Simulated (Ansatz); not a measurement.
Consider SrB₆ (space group Pm-3m, No. 221; a = 4.173 Å). Axes: x, y, z lie along the cube axes.

Computed with Kohn–Sham DFT with the PBEsol functional, run in Ansatz (a program for electronic structure) with PAW and 420 eV plane waves, scalar-relativistic without spin-orbit coupling.

Strains are applied to the cell and any free atomic positions relax; under biaxial strain the out-of-plane vector relaxes too.

One change was made to it. Results:

The volume per atom goes up by 0.33 Å³ to 10.71 Å³; the energy grows by 11 meV/atom; the pressure (mean of the normal stresses, compression positive) goes from zero to -4.4 GPa.

**Question.** Which of these changes matches the shifts?
(A) biaxial strain +0.65 %, plane normal [110], relaxed out of plane
(B) biaxial strain −2.11 %, plane normal [001], relaxed out of plane
(C) biaxial strain +0.91 %, plane normal [111], relaxed out of plane
(D) biaxial strain +2.58 %, plane normal [111], relaxed out of plane

**Answer.** D, biaxial strain +2.58 %, plane normal [111], relaxed out of plane. For comparison, the energy relative to the base in the other runs: biaxial strain −2.11 %, plane normal [001], relaxed out of plane gives +13 meV/atom; biaxial strain +0.65 %, plane normal [110], relaxed out of plane gives +0.9 meV/atom; biaxial strain +0.91 %, plane normal [111], relaxed out of plane gives +1.4 meV/atom.

The mesh was chosen for an insulator and is coarse for the gapless case. Stability against distortions was not tested. All final runs are without spin polarisation. Gaps under 0.05 eV, about the width of the smearing, are given as zero.
